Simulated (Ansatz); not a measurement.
The starting structures come from a database of crystals and need not be the phases stable at ambient conditions.

By PBEsol, the system below comes out a metal.

Without scattering a metal conducts by its projected Fermi surface.

Here is the system:

```
CELL_PARAMETERS angstrom
      2.85971     0.00000     0.00000
      0.00000     2.85971     0.00000
      0.00000     0.00000     2.77392
ATOMIC_POSITIONS crystal
  Al 0.50000 0.50000 0.50000
  Ni 0.00000 0.00000 0.00000
```

Space group of this cell: P4/mmm. The cell is strained (lengths along the current scaled by 0.97, ions clamped); by PBEsol its mean pressure is 6.2 GPa.

The current flows along the normal of the first two printed cell vectors, the (001) (indices of the unstrained crystal) plane of the conventional cell. No spin-orbit coupling; the value is a mean over 0.1 eV about the Fermi level.

### Question
Compute, with PBEsol run with Ansatz (a first-principles code), the ballistic conductance per area.

### Answer
1.0 × 10¹⁵ S/m² for both spins.
